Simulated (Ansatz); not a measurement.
Carrier properties of InP under load (space group F-43m)

Consider the following.

```
CELL_PARAMETERS angstrom
      0.00000     2.98905     2.98905
      2.98905     0.00000     2.98905
      2.98905     2.98905     0.00000
ATOMIC_POSITIONS crystal
  In 0.00000 0.00000 0.00000
  P  0.25000 0.25000 0.25000
```

Computed with r2SCAN with spin-orbit coupling, rigid bands (plane waves, PAW; Ansatz, a quantum-chemistry and plane-wave program). Condition of this run: hydrostatic pressure of -3 GPa (compression positive) (the target of the relaxation). Geometry: cell and atoms relaxed with PBEsol, then loaded as said.

```
Property                                                                                                                                                       Result
---------------------------------------------------------------------------------------------------------------------------------------  ----------------------------
band gap                                                                                                                                                      0.79 eV
electron conductivity mass (300 K, dilute)                                                                                                                   0.071 mₑ
hole conductivity mass (300 K, dilute)                                                                                                                        0.59 mₑ
effective density of states N_c (300 K)                                                                                                                   4.2e17 cm⁻³
effective density of states N_v (300 K)                                                                                                                   2.5e19 cm⁻³
density-of-states mass, electrons                                                                                                                            0.066 mₑ
density-of-states mass, holes                                                                                                                                 0.99 mₑ
Seebeck coefficient, n-type 1e19 cm⁻³, 300 K                                                                                                                 -50 μV/K
Seebeck coefficient, p-type 1e19 cm⁻³, 300 K                                                                                                                 326 μV/K
best p-type power factor at 300 K for τ = 10 fs (best axis; densities from 1e16 to 1e21 cm⁻³ tried, whether or not they can be reached)  13.8 μW/(cm·K²) at 3e20 cm⁻³
```

Rigid bands; masses and Seebeck coefficients take one relaxation time τ for all states and one kind of carrier; polarons and phonon drag are left out. Geometry: cell and atoms relaxed with PBEsol.
